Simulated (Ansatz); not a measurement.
## Mo under a change: strain tensor (xx, yy, zz, yz, xz, xy) = (+1.61, +1.82, +0.17, −0.36, +1.43, +1.40) %

Consider Mo in the bcc (W type) structure (space group Im-3m, No. 229; a = 3.1512 Å; relaxed with 0.1 eV smearing). Axes: x, y, z lie along the cube axes.

One thing is altered: strain tensor (xx, yy, zz, yz, xz, xy) = (+1.61, +1.82, +0.17, −0.36, +1.43, +1.40) %; the atoms relax in the strained cell.

Calculations: Ansatz (a first-principles code) r2SCAN, spin-orbit coupling left out, earlier PAW set. k-mesh 29×29×29 (Γ-centred); smearing 0.1 eV (Fermi–Dirac).

| quantity | base | changed | shift |
|---|---|---|---|
| volume per atom | 15.65 Å³ | 16.21 Å³ | +0.56 Å³ |
| space group | Im-3m (No. 229) | P-1 (No. 2) | – |
| shortest interatomic distance | 2.729 Å | 2.704 Å | -0.025 Å |
| energy relative to the base (free energy F) | 0 meV/atom | +26 meV/atom | +26 meV/atom |
| band gap | zero | zero | – |
| stress (xx, yy, zz, yz, xz, xy; compression positive) | – | (-9.9, -10.5, -5.6, 0.9, -2.6, -2.6) GPa | – |

Final structure:

```xyz
1
Lattice="-1.5566 1.5766 1.5502 1.6015 -1.5880 1.6064 1.6005 1.6319 -1.5615" Properties=species:S:1:pos:R:3 pbc="T T T"
Mo     0.0000     0.0000     0.0000
```

Stability against distortions was not tested. All final runs are without spin polarisation.
